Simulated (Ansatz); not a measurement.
**Pt: response to strain**

The parent structure is Pt in the fcc (Cu type) structure (space group Fm-3m, No. 225; a = 3.942 Å; relaxed with 0.1 eV smearing). Axes: x, y, z lie along the cube axes.

Strains are applied to the cell and any free atomic positions relax; under biaxial strain the out-of-plane vector relaxes too.

All numbers come from Ansatz (an electronic-structure program), r2SCAN, PAW, cutoff 500 eV, without spin-orbit coupling.

Notes on the quantities. pressure: mean of the normal stresses, compression positive; energy relative to the base: free energy F.

| variant | pressure | energy relative to the base | ratio −ε⊥/ε∥ |
|---|---|---|---|
| base | 0.0 GPa | 0 meV/atom | – |
| biaxial strain −3.00 %, plane normal [001], relaxed out of plane | 6.1 GPa | +24 meV/atom | 1.43 |
| biaxial strain −2.50 %, plane normal [001], relaxed out of plane | 4.9 GPa | +16 meV/atom | 1.43 |
| biaxial strain −2.00 %, plane normal [001], relaxed out of plane | 3.7 GPa | +10 meV/atom | 1.42 |
| biaxial strain −1.50 %, plane normal [001], relaxed out of plane | 2.7 GPa | +5.5 meV/atom | 1.42 |
| biaxial strain −1.00 %, plane normal [001], relaxed out of plane | 1.7 GPa | +2.4 meV/atom | 1.42 |
| biaxial strain −0.50 %, plane normal [001], relaxed out of plane | 0.8 GPa | +0.6 meV/atom | – |

No phonon test of stability was made. All final runs are without spin polarisation.
